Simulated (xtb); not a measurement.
xtb 6.7.1, GFN2-xTB: Au(Me)(py) ([CH3][Au]<-[n]1ccccc1), 16 atoms. The geometry is a generated start, not checked to be a minimum at this level.

```
Quantity                  Result
-----------------  -------------
run flags                 --grad
method                  GFN2-xTB
--acc                1 (default)
--etemp (K)        300 (default)
basis functions               46
valence electrons             48
```

```xyz
16

Au    -0.4656     1.4948    -1.2087
C     -0.9310     3.0197    -2.4744
H     -1.8154     3.5703    -2.1615
H     -1.1306     2.6791    -3.4876
H     -0.1326     3.7533    -2.5558
C      0.6927    -2.2166     1.8062
C      0.6022    -2.4133     0.4366
C      0.2669    -1.3394    -0.3684
N      0.0289    -0.1240     0.1153
C      0.1138     0.0640     1.4267
C      0.4419    -0.9500     2.3100
H      0.9498    -3.0329     2.4653
H      0.7853    -3.3799    -0.0051
H      0.1879    -1.4441    -1.4402
H     -0.0920     1.0659     1.7737
H      0.4978    -0.7467     3.3677
```

Charge 0 and multiplicity 1 are set for this test and not shown to be the ground state.

One run each on 1 thread. Values of broydamp tried: 0.02, 0.05, 0.1, 0.2, 0.4 (default), 0.6, 0.8, 1.

Predict the course of the SCC iterations along this series.

Fewest SCC iterations, within one of each other: 0.2 with 11, 0.4 (default) with 11, 0.6 with 11. The count rises to 21 at 1. All converge to one solution.

```csv
broydamp,SCC iterations,end
0.02,17,same solution
0.05,15,same solution
0.1,14,same solution
0.2,11,same solution
0.4 (default),11,same solution
0.6,11,same solution
0.8,18,same solution
1,21,same solution
```
